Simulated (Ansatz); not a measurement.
We consider ErPd3 (Pm-3m, No. 221), described by r²SCAN+rVV10 (Ansatz, a program for electronic structure, PAW).

Run with plane-wave cutoff 560 eV, 14×14×14 k mesh, Fermi–Dirac smearing 0.05 eV, spin-polarised with parallel moments, scalar-relativistic PAW data made under PBE.

Computed at the level's own relaxed cell.

Q: Give the computed equilibrium lattice constant a.

A: 
equilibrium lattice constant a: 4.052 Å

Note: the magnetic order was assumed, not searched for or taken from measurement; the 4f shell is treated without U or exact exchange, so its levels and filling can be wrong.

Spin–orbit coupling is not included.
